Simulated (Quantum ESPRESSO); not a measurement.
Quantum ESPRESSO run on CuTe (Pmmn, 4 atoms in the cell): self-consistent single point.

Method of the run: PBEsol, PSlibrary ultrasoft (PBE) pseudopotentials (plane waves; Quantum ESPRESSO).

```yaml
crystal:
  lattice:
    - [3.97625, 0.00000, 0.00000]
    - [0.00000, 5.39007, 0.00000]
    - [0.00000, 0.00000, 4.11214]
  atoms:
    - { symbol: Cu, position: [0.50000, 0.00000, 0.72320] }
    - { symbol: Cu, position: [0.00000, 0.50000, 0.27680] }
    - { symbol: Te, position: [0.50000, 0.50000, 0.77110] }
    - { symbol: Te, position: [0.00000, 0.00000, 0.22890] }
```

Reference input (self-consistent single point, DFT, PBEsol, plane waves, PSlibrary ultrasoft (PBE) pseudopotentials): ecutwfc = 50 Ry; ecutrho = 300 Ry; occupations = smearing; smearing = gauss; degauss = 0.0147 Ry; input_dft = pbesol; potentials = {Cu: Cu.pbe-dn-rrkjus_psl.1.0.0.UPF, Te: Te.pbe-n-rrkjus_psl.1.0.0.UPF}; K_POINTS = automatic 7 5 7 0 0 0; conv_thr = 1e-10 Ry; mixing_beta = 0.3. This run's input differs from it in these lines:

```diff
@@ -16,4 +16,4 @@
     occupations = 'smearing'
-    smearing = 'gauss'
-    degauss = 0.0147
+    smearing = 'fd'
+    degauss = 0.0073499
     input_dft = 'pbesol'
```

Output (repeated stretches shortened):

```
     Self-consistent Calculation

     iteration #  1     ecut=    50.00 Ry     beta= 0.30

---- Real-time Memory Report at c_bands before calling an iterative solver
           213 MiB given to the printing process from OS
            95 MiB allocation reported by mallinfo(arena+hblkhd)
------------------

     Threshold (ethr) on eigenvalues was too large:
     Diagonalizing with lowered threshold

---- Real-time Memory Report at c_bands before calling an iterative solver
           275 MiB given to the printing process from OS
           108 MiB allocation reported by mallinfo(arena+hblkhd)
------------------

   [... lines left out ...]

---- Real-time Memory Report at c_bands before calling an iterative solver
           289 MiB given to the printing process from OS
           121 MiB allocation reported by mallinfo(arena+hblkhd)
------------------

     total energy              =    -301.33867962 Ry
     estimated scf accuracy    <          5.9E-10 Ry

     iteration # 13     ecut=    50.00 Ry     beta= 0.30

---- Real-time Memory Report at c_bands before calling an iterative solver
           289 MiB given to the printing process from OS
           121 MiB allocation reported by mallinfo(arena+hblkhd)
------------------
     End of self-consistent calculation

     the Fermi energy is     7.9180 ev

!    total energy              =    -301.33867962 Ry
     estimated scf accuracy    <          6.1E-11 Ry
     smearing contrib. (-TS)   =      -0.00512363 Ry
     internal energy E=F+TS    =    -301.33355599 Ry

     convergence has been achieved in  13 iterations

     Forces acting on atoms (cartesian axes, Ry/au):

     atom    1 type  1   force =     0.00000000    0.00000000    0.00119053
     atom    2 type  1   force =     0.00000000    0.00000000   -0.00119053
     atom    3 type  2   force =     0.00000000    0.00000000   -0.00243028
     atom    4 type  2   force =     0.00000000    0.00000000    0.00243028

     Total force =     0.003827     Total SCF correction =     0.000012

          total   stress  (Ry/bohr**3)                   (kbar)     P=      -74.73
  -0.00055312   0.00000000   0.00000000          -81.37        0.00        0.00
   0.00000000  -0.00034352   0.00000000            0.00      -50.53        0.00
   0.00000000   0.00000000  -0.00062748            0.00        0.00      -92.31

   JOB DONE.
```

The run converged in 13 iterations. Against the reference run the free energy falls by 3.4 meV/atom, the pressure hardly changes (-7.52 to -7.47 GPa) and the largest force hardly changes (0.060 to 0.062 eV/Å).

The starting cell comes from a database of computed structures (which also holds hypothetical and non-ambient phases and stackings), without a prior relaxation at this level. Its lattice was rescaled by a random factor within 2.5 % of one. Spin polarisation is off. With a pressure of about -7 GPa the cell is away from its equilibrium volume at this level. The run gives no clean gap (levels at the Fermi energy touch, overlap or are partly filled at this smearing), which alone does not show that the compound is a metal.

Cost on one core of a shared machine: roughly 60 s.
